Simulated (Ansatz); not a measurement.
## Re: pressure 0.9 GPa

The reference is Re in the hcp (Mg type) structure (space group P6_3/mmc, No. 194; a = 2.751 Å, c = 4.441 Å).

The change: cell and atoms relaxed at a pressure of 0.9 GPa.

Method: PBEsol (Ansatz, a quantum-chemistry and plane-wave program), no spin-orbit coupling. Γ-centred 19×19×11 mesh, Fermi–Dirac width 0.05 eV.

```tsv
quantity	base	changed	shift
volume per atom	14.55 Å³	14.52 Å³	-0.03 Å³
density	21.25 g/cm³	21.30 g/cm³	+0.05 g/cm³
lattice parameter a	275.1 pm	274.9 pm	-0.2 pm
c/a ratio	1.615	1.615	0.000
band gap	zero	zero	–
```

Final structure:

```xyz
2
Lattice="2.7487 0.0000 0.0000 -1.3744 2.3805 0.0000 0.0000 0.0000 4.4381" Properties=species:S:1:pos:R:3 pbc="T T T"
Re     1.3744     0.7935     3.3286
Re     0.0000     1.5870     1.1095
```

Load acts through the strain it causes; cell and atoms are relaxed under it. Whether these cells are dynamically stable was not tested. All final runs are without spin polarisation.
